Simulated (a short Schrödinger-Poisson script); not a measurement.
Solved with a short Schrödinger-Poisson script written for these runs: one-band effective-mass equation with BenDaniel-Duke matching, electrons, heavy and light holes apart, hard walls at the outer ends, one valence edge for both holes (no strain splitting), no charge, excitons, band mixing or non-parabolicity; under a field the levels are quasi-bound states of a box, listed while three quarters of their weight lies within 4 nm of the wells.

Structure: coupled double CdTe/Cd0.75Zn0.25Te quantum well.

From the first side: 20 nm Cd0.75Zn0.25Te; 2 nm CdTe; 2 nm Cd0.75Zn0.25Te; 1.2 nm CdTe; 20 nm Cd0.75Zn0.25Te.

Constants are typed, rounded textbook-type inputs, not results; the design itself was drawn at random and stands for no fabricated device. CdTe: direct gap (eV) 1.5, conduction-band edge (eV) 0, electron mass (mₑ) 0.096, heavy-hole mass 0.6, light-hole mass 0.12. Cd0.75Zn0.25Te: direct gap (eV) 1.65, conduction-band edge (eV) 0.12, electron mass (mₑ) 0.1, heavy-hole mass 0.6, light-hole mass 0.13.

The valence-band edge of each layer lies one gap below its conduction-band edge. The electron's potential energy rises along the stack by the applied field. Mesh 0.03 nm at interfaces.

Q: Give the squared e1-hh1 overlap at zero applied field; the shift of e1-hh1 at 16.9 kV/cm (meV); the e1-hh1 transition at zero applied field (eV).

A: squared e1-hh1 overlap at zero applied field: 0.98; shift of e1-hh1 at 16.9 kV/cm (meV): -1.7; e1-hh1 transition at zero applied field (eV): 1.603. Excitons are left out, and strain enters only through the typed gaps and offsets, so measured lines lie elsewhere.
